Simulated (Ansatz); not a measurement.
A self-consistent single point of MgInCu4 (F-43m, 6 atoms in the cell) with Ansatz (a program for electronic structure).

Computed with PBEsol, PAW files made with PBE (plane waves; Ansatz).

```
CELL_PARAMETERS angstrom
      0.00000     3.51241     3.51241
      3.51241     0.00000     3.51241
      3.51241     3.51241     0.00000
ATOMIC_POSITIONS crystal
  Mg 0.00000 0.00000 0.00000
  In 0.25000 0.25000 0.25000
  Cu 0.62523 0.12431 0.62523
  Cu 0.62523 0.62523 0.62523
  Cu 0.12431 0.62523 0.62523
  Cu 0.62523 0.62523 0.12431
```

Reference input (self-consistent single point, DFT, PBEsol, plane waves, PAW files made with PBE): kpoints.mp_grid.grid = 9 9 9; hamiltonian.xc = pbesol; hamiltonian.pseudopotentials = {kind: paw} (an earlier, softer set of the program's PAW files); scf.occupations.method = gaussian; scf.occupations.width = 0.0073 Ry. This run's input differs from it in these lines:

Ansatz 0.2 input:
```diff
@@ -14,3 +14,3 @@
   mp_grid:
-    grid: [9, 9, 9]
+    grid: [4, 4, 4]
 hamiltonian:
```

Output (repeated stretches shortened):

```
SCF iter   1: F=—  HF=-33801.218556 eV  |F-HF|=—  |Δ(HF+E_count)|=         —  Δρ=3.24e-1  dr2=6.06e1  ethr=3.10e-3  ⟨swp⟩=6.2  Hψ=1697  notcnv=0  defer=1
all-band conjugate gradients solve this SCF's bands
preconditioner: auto → Resta (q_TF=auto, 2.789 Å⁻¹)
SCF iter   2: F=—  HF=-33794.327361 eV  |F-HF|=—  |Δ(HF+E_count)|=    6.89e0  Δρ=7.61e-2  dr2=4.50e0  ethr=3.10e-3  ⟨swp⟩=2.0  Hψ=1007  notcnv=0  defer=25
   [... lines left out ...]
SCF iter   6: F=—  HF=-33793.238667 eV  |F-HF|=—  |Δ(HF+E_count)|=   5.11e-4  Δρ=4.03e-4  dr2=2.87e-4  ethr=1.46e-6  ⟨swp⟩=2.0  Hψ=846  notcnv=0  defer=23
SCF iter   7: F=—  HF=-33793.238574 eV  |F-HF|=—  |Δ(HF+E_count)|=   9.26e-5  Δρ=1.83e-4  dr2=4.56e-5  ethr=2.89e-7  ⟨swp⟩=2.0  Hψ=732  notcnv=0  defer=23
SCF iter   8: F=—  HF=-33793.238531 eV  |F-HF|=—  |Δ(HF+E_count)|=   4.30e-5  Δρ=4.62e-5  dr2=2.46e-6  ethr=4.61e-8  ⟨swp⟩=2.0  Hψ=815  notcnv=0  defer=23
SCF iter   9: F=-33793.238530 eV  HF=-33793.238530 eV  |F-HF|=4.94e-8  |Δ(HF+E_count)|=   1.44e-6  Δρ=8.94e-6  dr2=7.60e-8  ethr=1.01e-10  ⟨swp⟩=8.8  Hψ=2649  notcnv=0
SCF 1 converged in 9 iterations: F = -33793.238530 eV  dr2 = 7.60e-8
Free energy (F): -33793.238530 eV
Internal energy: -33793.217872 eV  (E = F + TS)
E sigma→0 (E₀):  -33793.228201 eV
Entropy (-TS):   -0.020657 eV (-3.443 meV/atom)
Fermi energy:    13.354301 eV
--- Forces (eV/Å), atoms counted from 1 ---
  atom   1  Mg    -0.00000000     0.00000000     0.00000000
  atom   2  In     0.00000000    -0.00000000     0.00000000
  atom   3  Cu    -0.02046009     0.02046009    -0.02046009
  atom   4  Cu     0.02046009     0.02046009     0.02046009
  atom   5  Cu     0.02046009    -0.02046009    -0.02046009
  atom   6  Cu    -0.02046009    -0.02046009     0.02046009
--- Stress (GPa, compression-positive) ---
       -2.414272       0.000000       0.000000
        0.000000      -2.414272       0.000000
        0.000000       0.000000      -2.414272
  P = ⅓ Tr σ = -2.4143 GPa (-24.143 kbar)
  The stress holds the Pulay correction. Without it, at fixed plane waves, as pw.x and ABINIT print it: P = -2.4782 GPa
```

The run converged in 9 iterations. Against the reference run the free energy rises by 19.0 meV/atom, the pressure goes from -3.19 to -2.41 GPa and the largest force goes from 0.006 to 0.035 eV/Å.

The starting cell comes from a database of computed structures (which also holds hypothetical and non-ambient phases and stackings), without a prior relaxation at this level. Its lattice was rescaled by a random factor within 2.5 % of one. Spin polarisation is off. Ansatz's pressure includes its estimate of the finite-basis (Pulay) stress.
